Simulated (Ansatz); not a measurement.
We consider Be (Im-3m, No. 229, 1 atom in the cell; start mp-20; high-temperature phase), described by r²SCAN (Ansatz, a first-principles code, plane waves, PAW).

Run with plane-wave cutoff 560 eV, 30×30×30 k mesh, Fermi–Dirac smearing 0.05 eV, scalar-relativistic PAW data made under PBE.

Cell (relaxed at this level):

```cif
data_Be2
_chemical_formula_sum 'Be2'
_space_group_name_H-M_alt 'Im-3m'
_space_group_IT_number 229
_space_group_name_Hall '-I 4 2 3'
_cell_length_a 2.49957
_cell_length_b 2.49957
_cell_length_c 2.49957
_cell_angle_alpha 90.000
_cell_angle_beta 90.000
_cell_angle_gamma 90.000
loop_
_atom_site_label
_atom_site_type_symbol
_atom_site_symmetry_multiplicity
_atom_site_Wyckoff_symbol
_atom_site_fract_x
_atom_site_fract_y
_atom_site_fract_z
_atom_site_occupancy
Be1 Be 2 a 0.00000 0.00000 0.00000 1
```
(The calculation used a cell of 1 atom; values per cell refer to that cell.)

Estimate the bulk modulus B0 that the calculation returns.


bulk modulus B0: 126 GPa

The run finds no gap.

Note: the bulk modulus is −V dP/dV from two relaxed cells at ±2 % in volume; the relaxation could not lower the start's symmetry, so the cell can be a saddle point above a distorted one.

A start named mp-… is a Materials Project structure, which need not be a measured phase.
